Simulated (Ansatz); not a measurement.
Where the default PAW files enter, the runs use the earlier of Ansatz's two default sets.

Given:

```
CELL_PARAMETERS angstrom
      4.65918     0.00000     0.00000
     -2.32959     4.03497     0.00000
      2.32959     1.34499     3.80421
ATOMIC_POSITIONS crystal
  K  0.00000 0.00000 0.00000
  Br 0.00000 0.50000 0.50000
```

Space group of this cell: Fm-3m, rock salt. The cell is taken as given.

Transport runs along the normal of the first two printed cell vectors, the (111) plane of the conventional cell.

The gap is the functional's own, uncorrected, and κ follows it; spin-orbit coupling is left out. Mid-gap values are interpolated between the computed energies.

Q: Predict the band gap and the smallest decay constant κ at mid-gap from r2SCAN (Ansatz, a quantum-chemistry and plane-wave program).

A: Gap 5.09 eV on a 10×10×10 mesh; κ = 0.383 1/Å, at the zone centre.
